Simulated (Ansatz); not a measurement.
## Si: transverse stress against strain

Si (diamond, Fd-3m, 19.706 Å³/atom at rest, cube axes along x, y and z) under a strain ε along a cube axis (axis z), the other axes held. LDA in Ansatz, a plane-wave DFT program (PAW, default set), 420 eV, 11×11×11 Γ-centred mesh, Fermi-Dirac smearing 0.05 eV; ions are relaxed within the symmetry of each cell. Stress is positive for a compressed cell.

Here s stands for strain and y for stress xx.

| strain (%) | stress xx (GPa) |
|---|---|
| -1.50 | 1.02 |
| -1.00 | 0.67 |
| -0.50 | 0.32 |
| 0.00 | -0.01 |
| 0.50 | -0.32 |
| 1.00 | -0.62 |
| 1.50 | -0.91 |
| 3.00 | ? |

Taking a straight line for y over the 7 complete rows: Means: s 0, y 0.021. About the means, the sum of products is -4.5050 and the sum of squares of s is 7.0000; the slope is their ratio. Least squares gives y = 0.021 - 0.6436·s. Residuals (row less fit): 0.034, 0.005, -0.023, -0.031, -0.019, 0.003, 0.034; standard error 0.029 (degrees of freedom: 5). The slope gives the elastic constant C12 = 64 ± 1.1 GPa.

Q: Predict the withheld y at s = 3.00 from the fit, and compare with the calculation.

A: y = 0.021 - 0.6436 × 3.0 = -1.910 GPa. The calculation gives -1.71 GPa, 0.200 GPa above the prediction (7.3 % of the range of y in the table). The row lies outside the fitted rows, so this is an extrapolation. From the scatter of the fitted rows alone, a prediction at this place has a standard error of 0.045 GPa, so the miss is 4.4 times that.

One order more, fitted to all 13 runs of the series, follows each within 0.01, so the miss is the next term of a smooth law. Rows are the converged runs of the series near zero and its far end; series whose fitted rows scatter by over a few per cent of the range, as at a crossing or softening among them, aren't shown in this form. Most that stay on the fit to the last digits aren't either.
